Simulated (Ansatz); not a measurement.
WC: energy against strain

WC (WC type, P-6m2, 10.128 Å³/atom at rest, c along z) under a strain ε along c (axis z), the other axes held. LDA in Ansatz, a plane-wave DFT program (PAW, default set), 420 eV, 23×23×20 Γ-centred mesh, Fermi-Dirac smearing 0.10 eV; ions are relaxed within the symmetry of each cell.

Here s stands for strain and y for E less E0.

```csv
strain (%),E less E0 (meV/atom)
-3.00,?
-1.50,7.55
-1.00,3.34
-0.50,0.84
0.00,0.00
0.50,0.77
1.00,3.10
1.50,6.94
```

Q: Using a parabola, estimate the missing y at s = -3.00 from the other rows, showing the fit.

A: Least squares gives y = 0.000 - 0.1700·s + 3.2200·s². Residuals (row less fit): 0.050, -0.050, -0.050, 0.000, 0.050, 0.050, -0.050; standard error 0.061 (degrees of freedom: 4). Twice the quadratic coefficient over the volume, 2 × 3.2200 meV × 10⁴ × 0.1602 / 10.128 Å³, is the elastic constant C33 = 1019 ± 8 GPa. At the withheld row, y = 0.000 - 0.1700 × (-3.0) + 3.2200 × (-3.0)² = 29.490 meV/atom. The calculation gives 31.02 meV/atom, 1.530 meV/atom above the prediction (4.9 % of the range of y in the table). The row lies outside the fitted rows, so this is an extrapolation. From the scatter of the fitted rows alone, a prediction at this place has a standard error of 0.234 meV/atom, so the miss is 6.5 times that.

One order more, fitted to all 13 runs of the series, follows each within 0.01, so the miss is the next term of a smooth law. In a metal these values are sensitive to mesh and smearing; energies are taken to zero smearing, stresses follow the free energy. Rows are the converged runs of the series near zero and its far end; series whose fitted rows scatter by over a few per cent of the range, as at a crossing or softening among them, aren't shown in this form. Most that stay on the fit to the last digits aren't either.
